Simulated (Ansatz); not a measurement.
```
CELL_PARAMETERS angstrom
      6.63974    -0.00017     0.00005
     -1.66001     2.87522     0.00000
      0.00004     0.00002     5.45438
ATOMIC_POSITIONS crystal
  In 0.33333 0.33333 0.99882
  Ga 0.16667 0.66667 0.49807
  N  0.33333 0.33333 0.60474
  N  0.16667 0.66667 0.14877
  In 0.83333 0.33333 0.99882
  Ga 0.66667 0.66667 0.49807
  N  0.83333 0.33333 0.60474
  N  0.66667 0.66667 0.14877
```

Relaxed-ion tensors in this frame from LDA in Ansatz (a first-principles code). Proper piezoelectric stress tensor e (C/m²):

```
 0.00   0.00   0.00   0.00   0.45   0.54
 0.54  -0.54   0.00   0.44   0.00   0.00
 0.47   0.47  -0.85   0.00   0.00   0.00
```

Stiffness C (GPa):

```
 266   115   101  -0.3   0.0   0.0
 115   266   101   0.3   0.0  -0.1
 101   101   333   0.0   0.0   0.0
-0.3   0.3   0.0  62.8   0.0   0.0
 0.0   0.0   0.0   0.0  62.8  -0.3
 0.0  -0.1   0.0   0.0  -0.3  75.4
```

The ordered cell is a computed model, not a synthesised structure. Spin-orbit coupling is not included.

**Question.** Obtain the piezoelectric strain tensor d.

**Answer.** d = e S with S = C⁻¹, in pC/N:

```
 0.0   0.0   0.0   0.0   7.2   7.2
 3.6  -3.6   0.0   7.0   0.0   0.0
 2.3   2.3  -3.9   0.0   0.0   0.0
```
Away from Γ the polar cell without biaxial strain shows no imaginary mode on a 2×2×2 mesh.
